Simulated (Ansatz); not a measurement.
TiN: Ti interstitial (started 1.65 Å from the nearest host atom), symmetric start

Base system: an 8-atom supercell of TiN in the rock salt structure (space group Fm-3m, No. 225; a = 4.233 Å) at its relaxed geometry.

Now apply this change: a neutral Ti interstitial (started 1.65 Å from the nearest host atom), symmetric start, atoms relaxed at fixed cell.

Computed with r2SCAN (Ansatz, an electronic-structure program; PAW; 500 eV plane waves; without spin-orbit coupling), earlier PAW set. Settings: 8×8×8 k-points, 0.05 eV Fermi–Dirac smearing.

The pressure grows by 89.77 GPa (0.1 GPa → 89.8 GPa) and the largest displacement of a host atom from its site in the perfect cell comes out as 0.30 Å. The final site of the added atom is 4 N at 1.83 Å (tetrahedral).

The cell is small, so the values are those of an ordered compound at a high defect concentration; dilute-limit values will differ. The defect started on the symmetric site and kept its symmetry, so it may sit on a saddle. The final runs are not spin-polarised. An odd electron count without spin: TiN. The defect cell is not spin-polarised.
